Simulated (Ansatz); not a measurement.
The starting structures come from a database of crystals and need not be the phases stable at ambient conditions.

 Where the default PAW files enter, the runs use the earlier of Ansatz's two default sets.

Data:

```
Cu2WS4
1.0
    5.37970     0.00000     0.00000
    0.00000     5.06434     0.00000
    0.00000     0.00000     5.37970
Cu W S
2 1 4
Direct
  0.50000   0.00000   0.00000
  0.00000   0.00000   0.50000
  0.00000   0.00000   0.00000
  0.24040   0.74350   0.24040
  0.24040   0.25650   0.75960
  0.75960   0.74350   0.75960
  0.75960   0.25650   0.24040
```

Space group of this cell: P-42m. The cell was relaxed by PBE-D3(BJ); by PBEsol its mean pressure is -1.0 GPa.

Transport runs along the normal of the first two printed cell vectors, the (100) plane of the conventional cell.

The gap is the functional's own, uncorrected, and κ follows it; spin-orbit coupling is left out. Mid-gap values are interpolated between the computed energies.

**Question.** State the band gap and the smallest decay constant κ at mid-gap according to PBEsol (Ansatz, a program for electronic structure).

**Answer.** Gap 1.19 eV on a 6×6×6 mesh; κ = 0.266 1/Å, at (0.500, 0.500) of the in-plane reciprocal vectors. At the zone centre, at the nearest computed energy, the slowest state has κ = 0.32 1/Å.
